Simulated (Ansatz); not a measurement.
Relaxation of the outer planes of the (310) surface of fcc Ir in its 1x1 cell, outermost plane spacing 0.61 Å in the ideal cut.

All values below come from PBE (plane waves to 420 eV, PAW; Ansatz, a first-principles code).

Model: 18-atom slab, 10.4 Å thick at the start (thin: gaps and levels are the slab's own), 10x6x1 mesh, Fermi-Dirac 0.1 eV, dipole correction, all atoms relaxed; start symmetry kept, larger cells not searched; no spin, no spin-orbit, no U.

```
plane  atoms  bulk spacing to the next (Å)  relaxed spacing (Å)  change (%)  rumpling (Å)
-----  -----  ----------------------------  -------------------  ----------  ------------
1         Ir                         0.612           (withheld)  (withheld)          0.00
2         Ir                         0.612                0.540       -11.8          0.00
```

### Question
Complete the blanks.

### Answer

- 1, relaxed spacing (Å): 0.545
- 1, change (%): -11.0
